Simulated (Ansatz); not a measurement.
For ZrGe (model structure, started from the NiAs type, P6₃/mmc, No. 194, 4 atoms in the cell), PBEsol (Ansatz, an electronic-structure program, plane waves, PAW) gives:

```
Quantity                                Result
------------------------------  --------------
equilibrium lattice constant a         3.761 Å
lattice parameter c                    6.790 Å
formation enthalpy              -0.615 eV/atom
```

**Question.** What does PBE-D3(BJ) (Ansatz, PAW) give for the same quantities?

**Answer.** 
- lattice constant a: 3.764 Å (goes up by 0.1 %)
- lattice parameter c: 6.805 Å (grows by 0.2 %)
- formation enthalpy: -0.609 eV/atom (moves by +0.006 eV/atom)

Changes are worked out from the printed values.

Unless a cell is named, each level is at its own relaxed cell (PBEsol 20.80, PBE-D3(BJ) 20.87 Å³/atom).

Ansatz's density-functional and Hartree–Fock values are scalar-relativistic unless marked +SOC, with PAW data made under PBE.

A model structure was made by putting elements into a prototype or built by hand; it is no filed structure, need not be a known phase, and can be a saddle point held by its symmetry.
